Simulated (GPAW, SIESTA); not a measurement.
A SIESTA input for a self-consistent single point of Ga3P (I4/mmm, 4 atoms in the cell) (DFT, LDA PW92, numerical atomic orbitals DZP, PseudoDojo LDA standard norm-conserving potentials (rewritten from UPF to PSML)):

```
# files in the folder: Ga.psml P.psml (PseudoDojo LDA standard)
SystemName  Ga3P
SystemLabel Ga3P

NumberOfAtoms                4
NumberOfSpecies              2
%block ChemicalSpeciesLabel
  1 31 Ga
  2 15 P
%endblock ChemicalSpeciesLabel
LatticeConstant              1.0 Ang
%block LatticeVectors
    -1.883035000    1.883035000    5.193060000
     1.883035000   -1.883035000    5.193060000
     1.883035000    1.883035000   -5.193060000
%endblock LatticeVectors
AtomicCoordinatesFormat      Ang
%block AtomicCoordinatesAndAtomicSpecies
    -0.000000000    1.883035000    2.596530000  1
     1.883035000    0.000000000    2.596530000  1
     0.000000000    0.000000000    5.193060000  1
     0.000000000    0.000000000    0.000000000  2
%endblock AtomicCoordinatesAndAtomicSpecies

XC.functional                LDA
XC.authors                   PW92
PAO.BasisSize                DZP
PAO.EnergyShift              0.01 Ry
MeshCutoff                   350 Ry
%block kgrid.MonkhorstPack
    8   0   0  0.0
    0   8   0  0.0
    0   0   8  0.0
%endblock kgrid.MonkhorstPack
OccupationFunction           FD
ElectronicTemperature        1160.45 K

MaxSCFIterations             150
SCF.Mixer.Method             Broyden
SCF.Mixer.Weight             0.25
SCF.Mixer.History            6
SCF.DM.Tolerance             1.0E-04
Diag.ParallelOverK           true
WriteForces                  true
Charge.Mulliken              end
```

### Question
Write the same calculation as an input for GPAW.

### Answer
One input that does it (others would too):

```python
from ase import Atoms
from ase.units import GPa
from gpaw import GPAW

atoms = Atoms(['Ga', 'Ga', 'Ga', 'P'],
              cell=[[-1.883035, 1.883035, 5.193060],
                    [1.883035, -1.883035, 5.193060],
                    [1.883035, 1.883035, -5.193060]],
              scaled_positions=[[0.750000, 0.250000, 0.500000],
                                [0.250000, 0.750000, 0.500000],
                                [0.500000, 0.500000, 0.000000],
                                [0.000000, 0.000000, 0.000000]],
              pbc=True)

calc = GPAW(mode={'name': 'pw', 'ecut': 600},
            xc='LDA',
            kpts={'size': (8, 8, 8), 'gamma': True},
            occupations={'name': 'fermi-dirac', 'width': 0.1},
            nbands=-8,
            symmetry={'symmorphic': False, 'tolerance': 0.0005},
            maxiter=120,
            txt='-')

atoms.calc = calc

energy = atoms.get_potential_energy()
print('Energy (eV):', round(energy, 6))
forces = atoms.get_forces()
print('Forces (eV/Ang):')
print(forces.round(5))
stress = atoms.get_stress()
print('Stress (GPa, Voigt):', (stress / GPa).round(4))
```

Basis settings and potentials, where a program has them, do not carry over. This input uses DFT LDA (Perdew-Wang 92), plane waves, GPAW PAW datasets LDA (gpaw-data 1.0.1). LDA parametrisations can differ slightly between programs. Both were run: pressure -3.79 GPa in SIESTA and -5.05 in GPAW.

On SIESTA: the starting cell comes from a database of computed structures (which also holds hypothetical and non-ambient phases and stackings), without a prior relaxation at this level. Values carry the incompleteness of an atom-centred basis. With a pressure of about -4 GPa the cell is away from its equilibrium volume at this level. The run gives no clean gap (levels at the Fermi energy touch, overlap or are partly filled at this smearing), which alone does not show that the compound is a metal.

On GPAW: the starting cell comes from a database of computed structures (which also holds hypothetical and non-ambient phases and stackings), without a prior relaxation at this level. With a pressure of about -5 GPa the cell is away from its equilibrium volume at this level. The run gives no clean gap (levels at the Fermi energy touch, overlap or are partly filled at this smearing), which alone does not show that the compound is a metal.
